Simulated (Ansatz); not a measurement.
Base system: BaTiO3 in the cubic perovskite structure (space group Pm-3m, No. 221; a = 3.935 Å).

The values are results of Ansatz (a first-principles code), LDA, PAW, cutoff 420 eV, without spin-orbit coupling, not measurements.

One change was made to it. Results:

The band gap rises by 0.06 eV, from 1.83 eV to 1.89 eV; the volume per atom shrinks by 0.42 Å³ (12.18 Å³ → 11.76 Å³); the gap character becomes direct at Γ (base: indirect, R → Γ).

Problem. Which of these changes matches the shifts?
A) pressure 1.5 GPa
B) pressure 7.5 GPa
C) pressure 0.7 GPa
D) pressure −2 GPa
E) pressure −1 GPa

Solution. B, pressure 7.5 GPa. For comparison, the band gap in the other runs: pressure 0.7 GPa gives 1.84 eV; pressure 1.5 GPa gives 1.84 eV; pressure −1 GPa gives 1.82 eV; pressure −2 GPa gives 1.81 eV.

Load acts through the strain it causes; cell and atoms are relaxed under it. Stability against distortions was not tested. Competing high-pressure phases were not computed. The final runs are not spin-polarised. Many cubic perovskites are stable only at high temperature; tilts and polar distortions were not tested. This is not the structure that BaTiO3 has at room temperature and ambient pressure.
